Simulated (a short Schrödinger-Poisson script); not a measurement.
System: symmetric double-gate stack, SiO2 on p-type Si(100), at 300 K.

```csv
layer,material,thickness (nm),Na (cm⁻³)
1,SiO2,1.1,-
2,Si,3,1e15
3,SiO2,1.1,-
```

Constants are typed, rounded textbook-type inputs, not results; the design itself was drawn at random and stands for no fabricated device. SiO2: permittivity 3.9, conduction-band edge (eV) 3.15, gap (eV) 9, electron mass (mₑ) 0.5. Si: permittivity 11.7, conduction-band edge (eV) 0, gap (eV) 1.124, Nv at 300 K (cm⁻³) 3.1e19.

Channel valleys (confinement mass, in-plane density-of-states mass, number): Δ2 0.916, 0.19, 2; Δ4 0.19, 0.417, 4. At the gates, both at one voltage, the conduction-band edge of layer 1 lies 3.48 eV − eVg above the Fermi level of the channel. Gaps are held at their typed values at every temperature. Mesh 0.03 nm at interfaces.

Solved with a short Schrödinger-Poisson script written for these runs: 1D Poisson equation in equilibrium, electrons classical, Boltzmann, parabolic valleys, classical holes, full ionisation, no traps, pinning or gate leakage.

The same stack at other levels of the model or other numerical settings:

```json
[
 {"run": "base", "sheet density of all electrons at Vg = 1.05 V (cm⁻²)": "2.52e13", "sheet density of all electrons at Vg = 0.45 V (cm⁻²)": "4.67e12", "capacitance of both gates at Vg = 1.05 V (μF/cm²)": "5.80", "gate voltage at 1e11 electrons/cm² (V)": "0.22", "rough cost against the base": "about 1"},
 {"run": "electrons treated as classical, Fermi-Dirac", "sheet density of all electrons at Vg = 1.05 V (cm⁻²)": "2.35e13", "sheet density of all electrons at Vg = 0.45 V (cm⁻²)": "4.50e12", "capacitance of both gates at Vg = 1.05 V (μF/cm²)": "5.31", "gate voltage at 1e11 electrons/cm² (V)": "0.22", "rough cost against the base": "2"},
 {"run": "electrons treated as quantum, Hartree", "sheet density of all electrons at Vg = 1.05 V (cm⁻²)": "1.81e13", "sheet density of all electrons at Vg = 0.45 V (cm⁻²)": "(withheld)", "capacitance of both gates at Vg = 1.05 V (μF/cm²)": "(withheld)", "gate voltage at 1e11 electrons/cm² (V)": "(withheld)", "rough cost against the base": "10"},
 {"run": "mesh six times as coarse", "sheet density of all electrons at Vg = 1.05 V (cm⁻²)": "2.46e13", "sheet density of all electrons at Vg = 0.45 V (cm⁻²)": "4.57e12", "capacitance of both gates at Vg = 1.05 V (μF/cm²)": "5.64", "gate voltage at 1e11 electrons/cm² (V)": "0.22", "rough cost against the base": "about 1"}
]
```

Fill in the missing entries.


- electrons treated as quantum, Hartree, sheet density of all electrons at Vg = 0.45 V (cm⁻²): 2.47e12
- electrons treated as quantum, Hartree, gate voltage at 1e11 electrons/cm² (V): 0.28
- electrons treated as quantum, Hartree, capacitance of both gates at Vg = 1.05 V (μF/cm²): 4.54

The classical rows ignore confinement, and Boltzmann statistics overrate the density once the band edge passes the Fermi level.
